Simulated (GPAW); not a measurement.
Band structure of Cr (Im-3m, 2 atoms in the cell).

```
Cr
1.0
    2.88000     0.00000     0.00000
    0.00000     2.88000     0.00000
    0.00000     0.00000     2.88000
Cr
2
Direct
  0.00000   0.00000   0.00000
  0.50000   0.50000   0.50000
```
Moments meant for the start (each program seeds them in its own way; μB, in the order of the atoms Cr Cr): 1.5 -1.5.

Method of the run: PBE, GPAW PAW datasets PBE (gpaw-data 1.0.1) (plane waves; GPAW 25.7.0).

Settings: spinpol = true; mode = pw; ecut = 850 eV; xc = PBE; kpts = 9 9 9; mesh shift (steps) = 0 0 0; occupations.name = methfessel-paxton; occupations.width = 0.2 eV; occupations.order = 0; nbands = -10; convergence.density = 1e-05 e/electron; convergence.energy = 1e-05 eV/electron; symmetry.symmorphic = false; symmetry.tolerance = 0.0005.

The starting cell has typed, rounded lattice constants, without a prior relaxation at this level. The magnetic order is the one reached from the typed start; others were not searched systematically.

Levels in eV from the Fermi level, bands 3 to 10 of the first spin channel:
```csv
point,3,4,5,6,7,8,9,10
Γ,-4.03,-0.90,-0.90,-0.90,1.21,1.21,2.58,2.58
X,-2.07,-1.14,-0.89,-0.89,0.07,0.34,0.34,1.46
M,-2.30,-2.30,0.93,1.04,1.09,1.09,1.35,2.05
R,-2.58,-1.72,-1.72,-1.72,0.99,0.99,2.11,2.11
```

Bands cross the Fermi level along this path, so the cell is metallic at this level.

The net moment of the cell came out as 0.00 μB.
